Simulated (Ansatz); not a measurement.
The parent structure is TiO2 in the anatase structure (space group I4_1/amd, No. 141; a = 3.799 Å, c = 9.701 Å). Axes: x, y, z lie along a, b, c of the conventional cell.

All numbers come from Ansatz (a quantum-chemistry and plane-wave program), PBE, PAW, cutoff 420 eV, no spin-orbit coupling.

Strains are applied to the cell and any free atomic positions relax.

One change was made to it. Results:

```tsv
quantity	base	after
band gap	2.13 eV	2.04 eV
energy relative to the base (free energy F)	0 meV/atom	+6.3 meV/atom
smallest direct gap	2.43 eV	2.44 eV
pressure (mean of the normal stresses, compression positive)	0.00 GPa	4.89 GPa
```

Question: What was done to the base?
A. uniaxial strain ε_zz = −0.60 %
B. uniaxial strain ε_zz = −3.00 %
C. uniaxial strain ε_zz = −1.80 %
D. uniaxial strain ε_zz = −2.40 %

Answer: B, uniaxial strain ε_zz = −3.00 %. For comparison, the energy relative to the base in the other runs: uniaxial strain ε_zz = −1.80 % gives +2.3 meV/atom; uniaxial strain ε_zz = −0.60 % gives +0.2 meV/atom; uniaxial strain ε_zz = −2.40 % gives +4.0 meV/atom.

Gaps are Kohn–Sham eigenvalue differences; semilocal functionals usually give less than the measured gap. No phonon test of stability was made. All final runs are without spin polarisation.
